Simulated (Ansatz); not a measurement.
The starting structures come from a database of crystals and need not be the phases stable at ambient conditions.

By LDA, the system below comes out a metal.

A figure of merit of an interconnect metal is its ballistic conductance per area.

Input:

```
BiGa
1.0
    4.50097     0.00000     0.00000
    0.00000     4.50097     0.00000
    2.25048     2.25048     3.18267
Ga Bi
1 1
Direct
  0.75000   0.25000   0.50000
  0.00000   0.00000   0.00000
```

Space group of this cell: F-43m, zinc blende. The cell is taken as given; by LDA its mean pressure is -2.0 GPa.

The current flows along the normal of the first two printed cell vectors, the (001) plane of the conventional cell. No spin-orbit coupling; the value is a mean over 0.1 eV about the Fermi level.

Q: Predict the ballistic conductance per area from Ansatz (an electronic-structure program) with LDA.

A: 0.085 × 10¹⁵ S/m² for both spins.
